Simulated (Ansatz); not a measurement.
Results of PBE-D3(BJ) (Ansatz, a first-principles code, PAW) for C11b MoSi2.

Run with plane-wave cutoff 520 eV, 24×24×24 k mesh, Fermi–Dirac smearing 0.05 eV, no spin polarisation, scalar-relativistic PAW data made under PBE.

Results at a series of volumes:

```
V (Å³/atom)  E − E_lowest (meV/atom)
-----------  -----------------------
12.602                         15.61
12.864                          3.76
13.127                          0.00
13.390                          3.50
13.652                         13.50
```

Task: What bulk modulus B0 and pressure derivative B′ does a third-order Birch–Murnaghan fit give?

Result: V0 = 13.127 Å³/atom, B0 = 221 GPa, B′ = 4.4 (fit to the energies at full precision).

Shape and atoms are relaxed at each volume.

Measured, for comparison: bulk modulus 222 ± 2 GPa (room temperature, not corrected to a static lattice, B' = 4; as tabulated in Structural stability of MoSi2 and Mo5Si3 under high pressure, Chin. Phys. B 26 …). Computed (rounded) less measured: bulk modulus -0.5 % (inside the measured uncertainty).

Note: the bulk modulus comes from volumes at which shape and atoms were relaxed.

Computing time: around 14 core-minutes (rough).
